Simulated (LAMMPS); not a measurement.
Simulation of Al (fcc) with 50 % of Al sites Cu, 864 atoms, bulk, with Monte Carlo swaps of unlike atoms between MD steps at 800 K (17 attempts an atom).

Computed with classical MD, pair style eam/alloy, file AlCu.eam.alloy, run in LAMMPS.

```json
{
  "volume_per_atom": "14.596 ± 0.007 Å³",
  "Warren-Cowley parameter Al-Al, first shell (negative: neighbours more often than at random; error set to 0.002 at least)": "0.120 ± 0.003",
  "Warren-Cowley parameter Al-Cu, first shell (negative: neighbours more often than at random; error set to 0.002 at least)": "-0.120 ± 0.003",
  "Warren-Cowley parameter Cu-Cu, first shell (negative: neighbours more often than at random; error set to 0.002 at least)": "0.120 ± 0.003",
  "energy_change_from_the_random_arrangement": "-16 meV/atom",
  "cost": "very roughly 120 core-seconds"
}
```

Potential: file AlCu.eam.alloy of the LAMMPS distribution; its header cites Cai and Ye, Phys Rev B, 54, 8398-8410 (1996).

The ± values are statistical; the model's systematic error is not in them.
